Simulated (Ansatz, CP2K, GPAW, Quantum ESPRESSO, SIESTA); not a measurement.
**Code comparison for TiTe (P6_3/mmc, 4 atoms in the cell)**

Self-consistent single point.

```
CELL_PARAMETERS angstrom
      3.59125     0.00000     0.00000
     -1.79563     3.11011     0.00000
      0.00000     0.00000     7.14360
ATOMIC_POSITIONS crystal
  Ti 0.00000 0.00000 0.50000
  Ti 0.00000 0.00000 0.00000
  Te 0.66667 0.33333 0.25000
  Te 0.33333 0.66667 0.75000
```

Shared settings, as Ansatz (a quantum-chemistry and plane-wave program) writes them: kpoints.mp_grid.grid = 7 7 3; scf.occupations.method = fermi_dirac; scf.occupations.width = 0.1 eV. Potentials and cutoffs stand in the table.

| code | model | pressure (GPa) | cutoff |
|---|---|---|---|
| Ansatz | LDA (PW92), PAW files made with PBE | -0.38 | default |
| CP2K | LDA (Pade form), GPW, DZVP-MOLOPT-SR-GTH basis, GTH-PADE potentials (GTH_POTENTIALS) | 1.28 | grid 600 Ry |
| Quantum ESPRESSO | LDA (PZ), GBRV 1.5 ultrasoft (LDA) pseudopotentials | 0.42 | 50 Ry |
| SIESTA | LDA PW92, numerical atomic orbitals DZP, PseudoDojo LDA standard norm-conserving potentials (rewritten from UPF to PSML) | -0.25 | grid 400 Ry |
| GPAW | LDA (Perdew-Wang 92), GPAW PAW datasets LDA (gpaw-data 1.0.1) | -0.66 | 850 eV |

On Ansatz's run: spin-orbit coupling is off. Spin polarisation is off, so a magnetic state, if there is one, cannot be reached.

The spread over the programs that give each value: pressure within 1.94 GPa.

CP2K and SIESTA use small atom-centred bases, whose incompleteness enters pressures, forces and empty levels differently from a plane-wave cutoff. Ansatz's pressure is given at a fixed set of plane waves, as the other plane-wave codes print theirs; with its correction for the finite basis it is -0.32 GPa. The same LDA comes in different parametrisations, which differ slightly. In the pressure, CP2K (by 1.66) lies more than 1 GPa from the median of the plane-wave programs.

The starting cell comes from a database of computed structures (which also holds hypothetical and non-ambient phases and stackings), without a prior relaxation at this level. Its lattice was rescaled by a random factor within 2.5 % of one.

Left out of this page: Elk and FLEUR (not drawn, or without a comparable value).

Keys are those of Ansatz 0.2.
